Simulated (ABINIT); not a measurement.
Worked example: band-structure calculation of ZrMo2 (Fd-3m, 6 atoms in the cell) in ABINIT.

Method of the run: LDA (PW92), PAW (JTH v2.0 LDA PAW) (plane waves; ABINIT).

Input:

```
# ZrMo2, JTH v2.0 LDA PAW
pp_dirpath "./"
pseudos "Zr.LDA_PW-JTH.xml, Mo.LDA_PW-JTH.xml"
acell 3*1.0
rprim
         0.0000000000    7.1848899039    7.1848899039
         7.1848899039    0.0000000000    7.1848899039
         7.1848899039    7.1848899039    0.0000000000
natom 6
ntypat 2
znucl 40 42
typat 1 1 2 2 2 2
xcart
         1.9010400000    1.9010400000    1.9010400000
         0.0000000000    0.0000000000    0.0000000000
         2.8515600000    4.7526000000    2.8515600000
         4.7526000000    4.7526000000    4.7526000000
         4.7526000000    2.8515600000    2.8515600000
         2.8515600000    2.8515600000    4.7526000000
      Angstrom
ecut 20 Ha
pawecutdg 40 Ha
pawxcdev 0
occopt 3
tsmear 0.00367493
nband 51
kptopt 1
ngkpt 5 5 5
nshiftk 1
shiftk 0 0 0
nstep 80
tolvrs1 1.0e-10
ndtset 2
prtden1 1
getden2 1
iscf2 -2
kptopt2 -9
ndivsm2 4
kptbounds2
       0.00000000  0.00000000  0.00000000  # G
       0.50000000  0.00000000  0.50000000  # X
       0.50000000  0.25000000  0.75000000  # W
       0.37500000  0.37500000  0.75000000  # K
       0.00000000  0.00000000  0.00000000  # G
       0.50000000  0.50000000  0.50000000  # L
       0.62500000  0.25000000  0.62500000  # U
       0.50000000  0.25000000  0.75000000  # W
       0.50000000  0.50000000  0.50000000  # L
       0.37500000  0.37500000  0.75000000  # K
nband2 55
nbdbuf2 2
tolwfr2 1.0e-12
prtwf 0
enunit 2
```

The program printed (abridged):

```
--- !BeginCycle
solver: {iscf: 17, nstep: 80, nline: 4, wfoptalg: 10, }
tolerances: {tolvrs: 1.00E-10, }
...

     iter   Etot(hartree)      deltaE(h)  residm     nres2
 ETOT  1  -369.67098603620    -3.697E+02 8.522E-01 2.527E+01
 ETOT  2  -371.63982708635    -1.969E+00 4.575E-02 1.034E+01
 ETOT  3  -371.61424987190     2.558E-02 2.480E-02 1.363E+00
 ETOT  4  -371.61344116342     8.087E-04 4.676E-03 6.063E-01
 ETOT  5  -371.61295742407     4.837E-04 2.343E-03 3.051E-01
   [... 4 lines left out ...]
 ETOT 10  -371.61217283939     4.582E-09 7.113E-04 2.157E-07
 ETOT 11  -371.61217283910     2.861E-10 5.845E-04 4.765E-08
 ETOT 12  -371.61217283899     1.121E-10 3.804E-04 2.558E-10
 ETOT 13  -371.61217283899    -1.933E-12 2.798E-04 5.453E-11
 At SCF step   13       nres2   =  5.45E-11 < tolvrs=  1.00E-10 =>converged.

 Cartesian components of stress tensor (hartree/bohr^3)
  sigma(1 1)=  3.11779209E-04  sigma(3 2)=  0.00000000E+00
  sigma(2 2)=  3.11779209E-04  sigma(3 1)=  0.00000000E+00
  sigma(3 3)=  3.11779209E-04  sigma(2 1)=  0.00000000E+00

 ----iterations are completed or convergence reached----

   [... lines left out ...]
 Fermi (or HOMO) energy (hartree) =   0.43701   Average Vxc (hartree)=  -0.44733
 Fermi (or HOMO) energy (eV) =  11.89156   Average Vxc (eV)= -12.17242
total_energy        : -3.71612175945011E+02
-Cartesian components of stress tensor (GPa)         [Pressure= -9.1729E+00 GPa]
 Unit cell volume ucvol=  7.4180601E+02 bohr^3
   [... lines left out ...]
  8.07E-13  5.29E-13  9.08E-13  3.97E-13  5.37E-13  2.55E-13  8.93E-13  3.88E-13
  3.82E-13  5.38E-13  6.83E-13  6.96E-13  3.94E-13  7.74E-13  4.53E-13  4.43E-13
   [... 14 lines left out ...]

 scprqt:  WARNING -
  nstep=   80 was not enough non-SCF iterations to converge;
  maximum residual=  6.996E-09 exceeds tolwfr=  1.000E-12

 ----iterations are completed or convergence reached----

 reduced coordinates (array xred) for    6 atoms
       0.250000000547      0.250000000547      0.250000000547
       0.000000000547      0.000000000547      0.000000000547
       0.625000000547      0.125000000547      0.625000000547
       0.625000000547      0.625000000547      0.625000000547
       0.125000000547      0.625000000547      0.625000000547
       0.625000000547      0.625000000547      0.125000000547

 Calculation completed.
```

The run ended unconverged in one of its stages. 

The starting cell comes from a database of computed structures (which also holds hypothetical and non-ambient phases and stackings), without a prior relaxation at this level.
